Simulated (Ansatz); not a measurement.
Si (P6₃/mmc, No. 194, 4 atoms in the cell; start mp-165; another form than the element's usual one)

Calculation: r²SCAN (PAW; Ansatz, an electronic-structure program).

Numerical settings: plane-wave cutoff 560 eV, 12×12×6 k mesh (along the axes of the cell as run), Fermi–Dirac smearing 0.01 eV, scalar-relativistic PAW data made under PBE.

Cell (relaxed at this level):

```yaml
crystal:
  lattice:
    - [3.83173, 0.00000, 0.00000]
    - [-1.91587, 3.31838, 0.00000]
    - [0.00000, 0.00000, 6.34153]
  atoms:
    - { symbol: Si, position: [0.33333, 0.66667, 0.06309] }
    - { symbol: Si, position: [0.66667, 0.33333, 0.93691] }
    - { symbol: Si, position: [0.66667, 0.33333, 0.56309] }
    - { symbol: Si, position: [0.33333, 0.66667, 0.43691] }
```

```yaml
band_gap: 0.61 eV (indirect)
smallest_direct_gap_on_the_k_points_sampled: 1.37 eV
```

The computed numbers hold no vibrational or temperature effects.

It cost around 8 core-seconds (rough) of CPU time.

A start named mp-… is a Materials Project structure, which need not be a measured phase.
